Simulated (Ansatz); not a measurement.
# Input and output of a self-consistent single point for ScCd (P4mm, 2 atoms in the cell) (Ansatz)

Method of the run: PBEsol, default PAW files made with PBE (plane waves; Ansatz, an electronic-structure program).

This input was run:

Ansatz 0.2 input:
```yaml
# ScCd
crystal:
  lattice:
    - [3.543891, 0.000000, 0.000000]
    - [0.000000, 3.543891, 0.000000]
    - [0.000000, 0.000000, 3.543891]
  atoms:
    - { symbol: Sc, position: [0.500000, 0.500000, 0.514109] }
    - { symbol: Cd, position: [0.000000, 0.000000, 0.000000] }
basis:
  ecutwfc: 30.9 Ry
kpoints:
  mp_grid: { grid: [9, 9, 9] }
hamiltonian:
  xc: pbesol
  pseudopotentials: { kind: paw }
scf:
  occupations: { method: gaussian, width: 0.0073 Ry }
output:
  forces: true
  eigenvalues: true
  stress: true
```

Output (repeated stretches shortened):

```
WARN ansatz: RAYON_NUM_THREADS=1 ignored (pool sized by the plan → 1); use --threads N
Pseudopotentials: kind: paw
Pseudopotential: Sc, paw, valence charge 11
Pseudopotential: Cd, paw, valence charge 20
Crystal: 2 atoms, lattice volume = 44.508 Å³
Basis set: ecut = 420.4159175005146 eV, 895 PW (Γ), exchange–correlation on 48×48×48 points (8 copies of the dense FFT grid, shifted against one another)
Bands: 20, of which v1, the nominal top of the filled ones, is band 16 counted from 1 (15 counted from 0)
Symmetry: 8 space group operations
Space group: P4mm (ITA 99), of the structure as read, at distance tolerance 3.5e-5 Å
k-points: 75 of 729 (time reversal used)
PAW frozen core: Sc, regenerated for the run's functional, and the local potential with it
PAW frozen core: Cd, regenerated for the run's functional, and the local potential with it
Initial density: superposition of atomic densities (neutral atoms: chi_scale 0, normalization atom), corrected by the library's trained network
Initial wavefunctions: pseudopotential atomic-orbital guess
Eigensolver: davidson
Functional: x = pbesol(κ = 0.804, μ = 0.12345679012345678), c = pbesol(β = 0.046)
SCF iter   1: F=—  HF=-10296.073812 eV  |F-HF|=—  |Δ(HF+E_count)|=         —  Δρ=6.30e-3  dr2=1.83e-2  ethr=1.77e-3  ⟨swp⟩=3.7  Hψ=5682  notcnv=0
all-band conjugate gradients solve this SCF's bands
preconditioner: auto → Kerker (q_TF=auto, 2.569 Å⁻¹)
SCF iter   2: F=—  HF=-10296.069080 eV  |F-HF|=—  |Δ(HF+E_count)|=   4.73e-3  Δρ=2.23e-3  dr2=2.56e-3  ethr=5.90e-5  ⟨swp⟩=3.0  Hψ=3176  notcnv=0
SCF iter   3: F=—  HF=-10296.068338 eV  |F-HF|=—  |Δ(HF+E_count)|=   7.42e-4  Δρ=6.64e-4  dr2=1.37e-4  ethr=8.27e-6  ⟨swp⟩=2.9  Hψ=2376  notcnv=0
SCF iter   4: F=—  HF=-10296.068333 eV  |F-HF|=—  |Δ(HF+E_count)|=   5.64e-6  Δρ=1.92e-4  dr2=1.08e-5  ethr=4.44e-7  ⟨swp⟩=2.1  Hψ=2055  notcnv=0
SCF iter   5: F=—  HF=-10296.068289 eV  |F-HF|=—  |Δ(HF+E_count)|=   4.36e-5  Δρ=5.45e-5  dr2=1.50e-6  ethr=3.48e-8  ⟨swp⟩=2.0  Hψ=2410  notcnv=0
SCF iter   6: F=-10296.068289 eV  HF=-10296.068289 eV  |F-HF|=2.48e-8  |Δ(HF+E_count)|=   4.86e-8  Δρ=1.26e-5  dr2=6.36e-8  ethr=3.23e-10  ⟨swp⟩=3.0  Hψ=5021  notcnv=0
SCF 1 converged in 6 iterations: F = -10296.068289 eV  dr2 = 6.36e-8
SCF converged after 6 iterations
Free energy (F): -10296.068289 eV
Harris-Foulkes:  -10296.068289 eV  (|F-HF|=2.48e-8)
Internal energy: -10296.058362 eV  (E = F + TS)
E sigma→0 (E₀):  -10296.063325 eV
Entropy (-TS):   -0.009928 eV (-4.964 meV/atom)
Fermi energy:    12.181321 eV
--- Per-component energies (eV) ---
  E_band       = -575.927489
  E_kinetic    = 764.398365
  E_local      = -4015.921788  (includes V_loc(G=0)·N_el)
  E_nonlocal   = 117.250804
  E_hartree    = 1779.766214
  E_xc         = -279.629127
  E_vxc        = -350.699037  (∫ρ·V_xc dr)
  E_paw        = -4942.708638  (= ΣΔE_a)
  E_vpaw       = -650.502756  (= ΣTr[D̂ρ^β])
  E_aug_tail   = 0.000021  (compensation charges beyond the density's cutoff)
  E_ewald      = -3719.685197
  E_core_change = 0.470985  (= ΣΔE_core)
  E_smearing   = -0.009928  (= −TS)
  E_closure    = -0.000000  (closes the sum)
  Σ components = -10296.068289   (vs F -10296.068289, Δ=0.00e0)
--- Forces (eV/Å), atoms counted from 1 ---
  atom   1  Sc     0.00000000     0.00000000    -0.15234578
  atom   2  Cd    -0.00000000     0.00000000     0.15234627
  max |Σ_I F_I| component: 4.85e-7 eV/Å
--- Stress (GPa, compression-positive) ---
       -3.318629       0.000000      -0.000000
        0.000000      -3.318629       0.000000
       -0.000000       0.000000      -3.352754
  P = ⅓ Tr σ = -3.3300 GPa (-33.300 kbar)
  The stress holds the Pulay correction. Without it, at fixed plane waves, as pw.x and ABINIT print it: P = -3.3562 GPa
--- Band table (eV; the first three rows and the last of 75) ---
  k-point 0: bands = ["-90.2741", "-51.3380", "-51.3380", "-51.3377", "-37.6642", "-16.3232", "-16.3232", "-16.3229", "3.4418", "3.4429", "3.8573", "3.8586", "3.8586", "4.9200", "12.3389", "12.3441", "14.5527", "14.5527", "14.5541", "17.0438"]
  k-point 1: bands = ["-90.2741", "-51.3380", "-51.3379", "-51.3379", "-37.6633", "-16.3347", "-16.3223", "-16.3223", "3.4519", "3.4851", "3.8446", "3.8446", "3.8615", "5.0899", "12.2596", "12.3460", "14.2762", "14.2762", "14.5448", "16.2982"]
  k-point 2: bands = ["-90.2740", "-51.3390", "-51.3379", "-51.3379", "-37.6611", "-16.3647", "-16.3201", "-16.3201", "3.4776", "3.5871", "3.8094", "3.8094", "3.8722", "5.6018", "11.7538", "12.3509", "13.7804", "13.7804", "14.5213", "15.3226"]
  k-point 74: bands = ["-90.2738", "-51.3406", "-51.3406", "-51.3403", "-37.6436", "-16.3982", "-16.3981", "-16.3978", "3.5370", "3.5490", "3.5495", "4.1149", "4.1152", "10.3315", "10.8061", "10.8077", "13.8222", "14.8933", "14.8939", "15.8246"]
```

The run converged in 6 iterations.

The starting cell comes from a database of computed structures (which also holds hypothetical and non-ambient phases and stackings), without a prior relaxation at this level. Its lattice was rescaled by up to half a per cent. One atom was moved a little off its site on purpose. With a pressure of about -3 GPa the cell is away from its equilibrium volume at this level. Ansatz's pressure includes its estimate of the finite-basis (Pulay) stress.
